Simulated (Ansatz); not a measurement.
Base system: AlN in the zinc blende structure (space group F-43m, No. 216; a = 4.3698 Å). Axes: x, y, z lie along the cube axes.

Computed with r2SCAN, PAW, 500 eV (Ansatz, an electronic-structure program; scalar-relativistic without spin-orbit coupling).

Before the change:

| Property | Value |
|---|---|
| Pressure | 0.01 GPa |
| Smallest direct gap | 4.84 eV |
| Volume per atom | 10.43 Å³ |

Perturbation: biaxial strain −0.50 %, plane normal [001], relaxed out of plane (Cartesian); in-plane vectors clamped, the third vector and the atoms free.

Q: Predict the new pressure.

A: The pressure (mean of the normal stresses, compression positive) goes up by 1.019 GPa to 1.02 GPa.

Q: What happens to the smallest direct gap?

A: The smallest direct gap rises by 0.03 eV, from 4.84 eV to 4.87 eV.

Q: Predict the new volume per atom.

A: The volume per atom drops by 0.05 Å³ (10.43 Å³ → 10.38 Å³).

Stability against distortions was not tested. This is not the structure that AlN has at room temperature and ambient pressure.
